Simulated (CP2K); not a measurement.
Worked example: self-consistent single point of KAlH₃ (Pm-3m, 5 atoms in the cell) in CP2K.

Level of theory: LDA (Pade form), GPW, DZVP-MOLOPT-SR-GTH basis, GTH-PADE potentials (GTH_POTENTIALS) run with CP2K 2026.2.

The change in words: lattice scaled by 0.98. Reference geometry:
```
CELL_PARAMETERS angstrom
      3.98168     0.00000     0.00000
      0.00000     3.98168     0.00000
      0.00000     0.00000     3.98168
ATOMIC_POSITIONS crystal
  K  0.50000 0.50000 0.50000
  Al 0.00000 0.00000 0.00000
  H  0.00000 0.50000 0.00000
  H  0.50000 0.00000 0.00000
  H  0.00000 0.00000 0.50000
```

Reference input (self-consistent single point, DFT LDA (Pade form), GPW, DZVP-MOLOPT-SR-GTH basis, GTH-PADE potentials (GTH_POTENTIALS)): CUTOFF = 500 Ry; REL_CUTOFF = 40 Ry; SMEAR/METHOD = FERMI_DIRAC; ELECTRONIC_TEMPERATURE = 1160.45 K; KPOINTS/SCHEME = MONKHORST-PACK 8 8 8; GAMMA_CENTERED = T; XC_FUNCTIONAL = PADE; K/BASIS_SET = DZVP-MOLOPT-SR-GTH; K/POTENTIAL = GTH-PADE-q9; Al/BASIS_SET = DZVP-MOLOPT-SR-GTH; Al/POTENTIAL = GTH-PADE-q3; H/BASIS_SET = DZVP-MOLOPT-SR-GTH. This run's input differs from it in these lines:

```diff
@@ -64,5 +64,5 @@
     &CELL
-      A 3.98168000 0.00000000 0.00000000
-      B 0.00000000 3.98168000 0.00000000
-      C 0.00000000 0.00000000 3.98168000
+      A 3.90204600 0.00000000 0.00000000
+      B 0.00000000 3.90204600 0.00000000
+      C 0.00000000 0.00000000 3.90204600
       PERIODIC XYZ
```

Log, with long lists cut:

```
 SCF WAVEFUNCTION OPTIMIZATION

  Step     Update method      Time    Convergence         Total energy    Change
     1 NoMix/Diag. 0.30E+00      -     0.68580481       -31.9233072917 -3.19E+01
     2 Broy./Diag. 0.30E+00      -     0.01634125       -32.3927647232 -4.69E-01
     3 Broy./Diag. 0.30E+00      -     0.03559497       -32.1287939970  2.64E-01
     4 Broy./Diag. 0.30E+00      -     0.00536025       -32.0634384420  6.54E-02
     5 Broy./Diag. 0.30E+00      -     0.00509974       -32.0575241015  5.91E-03
     6 Broy./Diag. 0.30E+00      -     0.00078297       -32.0582131601 -6.89E-04
   [... 2 lines left out ...]
     9 Broy./Diag. 0.30E+00      -     0.00004646       -32.0597845824  2.23E-04
    10 Broy./Diag. 0.30E+00      -     0.00001115       -32.0597860456 -1.46E-06
    11 Broy./Diag. 0.30E+00      -     0.00000147       -32.0598036647 -1.76E-05
    12 Broy./Diag. 0.30E+00      -     0.00000013       -32.0598063225 -2.66E-06
  *** SCF run converged in    12 steps ***

  Overlap energy of the core charge distribution:               0.00000000000034
  Self energy of the core charge distribution:                -66.99751304629606
  Core Hamiltonian energy:                                     16.02929386604551
  Hartree energy:                                              24.98504395847023
  Exchange-correlation energy:                                 -6.07512278389928
  Electronic entropic energy:                                  -0.00150831683613
  Fermi energy:                                                 0.19738556428908

  Total energy:                                               -32.05980632254933
  Total energy (extrapolated to T->0):                        -32.05905216413127

                     Mulliken Population Analysis

   [... lines left out ...]

 STRESS| Analytical stress tensor [bar]
 STRESS|                        x                   y                   z
 STRESS|      x       -1.98792609446E+04  -3.85816604864E-04  -3.85818154580E-04
 STRESS|      y       -3.85816604864E-04  -1.98789582488E+04  -3.85816543412E-04
 STRESS|      z       -3.85818154580E-04  -3.85816543412E-04  -1.98789582488E+04
 STRESS| 1/3 Trace                                            -1.98790591474E+04
```

The run converged in 12 iterations. Against the reference run the free energy goes down by 15.0 meV/atom and the pressure goes from -4.36 to -1.99 GPa.

The starting cell comes from a database of computed structures (which also holds hypothetical and non-ambient phases and stackings), without a prior relaxation at this level. For this run, on top of that: lattice scaled by 0.98. Values carry the incompleteness of an atom-centred basis.
